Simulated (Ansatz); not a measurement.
The starting structures come from a database of crystals and need not be the phases stable at ambient conditions.

Crystal: Li₂S (Fm-3m, anti-fluorite, not sure to be the ambient phase, 3 atoms a cell, 15.2 Å³ an atom); planes in its conventional cell.

Method: r2SCAN (plane waves, PAW; Ansatz, an electronic-structure program).

No gap correction and no spin-orbit coupling; mid-gap values are interpolated between computed energies.

```tsv
plane	area of the cell (Å²)	mid-gap κ (1/Å)	largest κ in the gap (1/Å)
(111)	13.9	0.30	0.31
(001)	16.1	___	___
```

### Question
The slowest decay depends on the direction. Supply the withheld values.

### Answer

- (001), mid-gap κ (1/Å): 0.35
- (001), largest κ in the gap (1/Å): 0.36
